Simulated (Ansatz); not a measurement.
```yaml
crystal:
  lattice:
    - [3.05640, 0.00000, 0.00000]
    - [-1.52820, 2.64692, 0.00000]
    - [0.00000, 0.00000, 5.01584]
  atoms:
    - { symbol: Si, position: [0.66667, 0.33333, 0.00051] }
    - { symbol: Si, position: [0.33333, 0.66667, 0.50051] }
    - { symbol: C, position: [0.66667, 0.33333, 0.62469] }
    - { symbol: C, position: [0.33333, 0.66667, 0.12469] }
```

Another polymorph of this substance is known too; which is more stable was not tested here. Dynamical quadrupoles are not included in the interpolation of the phonons between the solved wave vectors.

**Question.** What linear thermal expansion coefficients do quasi-harmonic lattice dynamics on Ansatz (a first-principles code), LDA functional, plane-wave PAW give at 700 K, and what isobaric heat capacity per mole of formula units and Grüneisen parameter?

**Answer.** α in the basal plane = 4.6 × 10⁻⁶ K⁻¹; α along c = 4.6 × 10⁻⁶ K⁻¹; C_P = 44.0 J/(mol K); γ = 0.86. The crystal is held in this phase throughout; melting and phase transitions are not modelled.

The PAW data sets were generated under PBE and serve the other functionals too.
